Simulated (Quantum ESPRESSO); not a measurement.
Input and output of a self-consistent single point for VS (P6_3/mmc, 4 atoms in the cell) (Quantum ESPRESSO).

Method: PBEsol+U, PseudoDojo standard norm-conserving (PBESOL) pseudopotentials (plane waves; Quantum ESPRESSO).

```xyz
4
Lattice="3.6869 0.0000 0.0000 -1.8435 3.1930 0.0000 0.0000 0.0000 5.3643" Properties=species:S:1:pos:R:3 pbc="T T T"
V      0.0000     0.0000     2.6822
V      0.0000     0.0000     0.0000
S      1.8435     1.0643     4.0233
S      0.0000     2.1286     1.3411
```
Moments meant for the start (each program seeds them in its own way; μB, in the order of the atoms V V S S): 2.0 2.0 0.0 0.0.

Reference input (self-consistent single point, DFT, PBEsol, plane waves, PseudoDojo standard norm-conserving (PBESOL) pseudopotentials): ecutwfc = 85 Ry; occupations = smearing; smearing = fermi-dirac; degauss = 0.0073499 Ry; nspin = 2; potentials = {V: V.upf, S: S.upf}; K_POINTS = automatic 8 8 5 0 0 0; conv_thr = 1e-10 Ry; mixing_beta = 0.5. This run's input differs from it in these lines:

```diff
@@ -35,2 +35,4 @@
 8 8 5  0 0 0
+HUBBARD {ortho-atomic}
+U V-3d 3
```

Output, abridged:

```
     Self-consistent Calculation

     iteration #  1     ecut=    85.00 Ry     beta= 0.50

     =================== HUBBARD OCCUPATIONS ===================
     ------------------------ ATOM    1 ------------------------
     Tr[ns(  1)] (up, down, total) =   3.44520  0.52898  3.97418
     Atomic magnetic moment for atom   1 =   2.91623
     SPIN  1
     eigenvalues:
       0.468  0.468  0.757  0.876  0.876
     SPIN  2
     eigenvalues:
       0.052  0.052  0.126  0.149  0.149
     ------------------------ ATOM    2 ------------------------
     Tr[ns(  2)] (up, down, total) =   3.44520  0.52898  3.97418
   [... lines left out ...]
     c_bands:  1 eigenvalues not converged

     total energy              =    -338.91435629 Ry
     estimated scf accuracy    <          3.4E-10 Ry

     total magnetization       =     5.92 Bohr mag/cell
     absolute magnetization    =     6.11 Bohr mag/cell

     iteration # 15     ecut=    85.00 Ry     beta= 0.50

     Magnetic moment per site  (integrated on atomic sphere of radius R)
     atom   1 (R=0.281)  charge= 11.0578  magn=  2.4660
     atom   2 (R=0.281)  charge= 11.0578  magn=  2.4660
     atom   3 (R=0.281)  charge=  4.5255  magn= -0.0297
     atom   4 (R=0.281)  charge=  4.5255  magn= -0.0297
     End of self-consistent calculation

     =================== HUBBARD OCCUPATIONS ===================
     ------------------------ ATOM    1 ------------------------
     Tr[ns(  1)] (up, down, total) =   3.37084  0.42486  3.79570
     Atomic magnetic moment for atom   1 =   2.94598
     SPIN  1
     eigenvalues:
       0.244  0.244  0.946  0.968  0.968
     SPIN  2
     eigenvalues:
       0.038  0.038  0.051  0.149  0.149
     ------------------------ ATOM    2 ------------------------
     Tr[ns(  2)] (up, down, total) =   3.37084  0.42486  3.79570
     Atomic magnetic moment for atom   2 =   2.94598
     SPIN  1
     eigenvalues:
       0.244  0.244  0.946  0.968  0.968
     SPIN  2
     eigenvalues:
       0.038  0.038  0.051  0.149  0.149

     Number of occupied Hubbard levels =    7.5914

   [... lines left out ...]
     the Fermi energy is    12.7012 ev
!    total energy              =    -338.91435629 Ry
     total magnetization       =     5.92 Bohr mag/cell
     absolute magnetization    =     6.11 Bohr mag/cell
   [... lines left out ...]
   [... zero for the other atoms too ...]

     Total force =     0.000000     Total SCF correction =     0.000000

          total   stress  (Ry/bohr**3)                   (kbar)     P=       78.94
   0.00007574  -0.00000000   0.00000000           11.14       -0.00        0.00
  -0.00000000   0.00007574   0.00000000           -0.00       11.14        0.00
   0.00000000  -0.00000000   0.00145841            0.00       -0.00      214.54

   JOB DONE.
```

The run converged in 15 iterations. Against the reference run the pressure goes from -9.92 to 7.89 GPa and the size of the net moment goes from 0.98 to 1.48 μB/atom.

The starting cell comes from a database of computed structures (which also holds hypothetical and non-ambient phases and stackings), without a prior relaxation at this level. Its lattice was rescaled by a random factor within 2.5 % of one. The magnetic order is the one reached from the typed start; others were not searched systematically. With U or open f shells several self-consistent states can exist. With a pressure of about 8 GPa the cell is away from its equilibrium volume at this level.

Cost on one core of a shared machine: roughly 7 min.
